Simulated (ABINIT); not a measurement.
Band structure of NaH (Fm-3m, 2 atoms in the cell).

```
CELL_PARAMETERS angstrom
      0.00000     2.44000     2.44000
      2.44000     0.00000     2.44000
      2.44000     2.44000     0.00000
ATOMIC_POSITIONS crystal
  Na 0.00000 0.00000 0.00000
  H  0.50000 0.50000 0.50000
```

Level of theory: PBE, norm-conserving pseudopotentials (PseudoDojo nc-sr-05 PBE standard) (plane waves; ABINIT 10.0.3).

Settings: pseudos = [Na.upf, H.upf]; ecut = 88 Ry; ixc = 11; occopt = 3; tsmear = 0.00183747 Ha; ngkpt = 6 6 6; nshiftk = 1; shiftk = 0 0 0; potentials = PseudoDojo nc-sr-05 PBE standard; kptopt = 1; nstep = 80; tolvrs1 = 1e-10; ndtset = 2.

The starting cell has typed, rounded lattice constants, without a prior relaxation at this level.

Task: Predict the gap along the standard path and the places of the band edges.

Result: The gap along the path is 3.72 eV, from W to L; the smallest direct gap on it is 4.56 eV.

Levels in eV from the top of the valence band on the SCF mesh, bands 2 to 9:
```json
[
 {"point": "Γ", "2": "-22.14", "3": "-22.14", "4": "-22.14", "5": "-3.49", "6": "10.21", "7": "15.49", "8": "15.49", "9": "15.49"},
 {"point": "X", "2": "-22.22", "3": "-22.17", "4": "-22.17", "5": "-0.12", "6": "4.62", "7": "10.00", "8": "10.54", "9": "10.54"},
 {"point": "W", "2": "-22.19", "3": "-22.19", "4": "-22.17", "5": "0.04", "6": "6.00", "7": "6.00", "8": "8.25", "9": "16.07"},
 {"point": "K", "2": "-22.20", "3": "-22.19", "4": "-22.16", "5": "-0.07", "6": "5.31", "7": "6.31", "8": "11.13", "9": "11.62"},
 {"point": "L", "2": "-22.23", "3": "-22.15", "4": "-22.15", "5": "-0.80", "6": "3.76", "7": "10.62", "8": "13.29", "9": "13.29"},
 {"point": "U", "2": "-22.20", "3": "-22.19", "4": "-22.16", "5": "-0.07", "6": "5.31", "7": "6.31", "8": "11.13", "9": "11.62"}
]
```
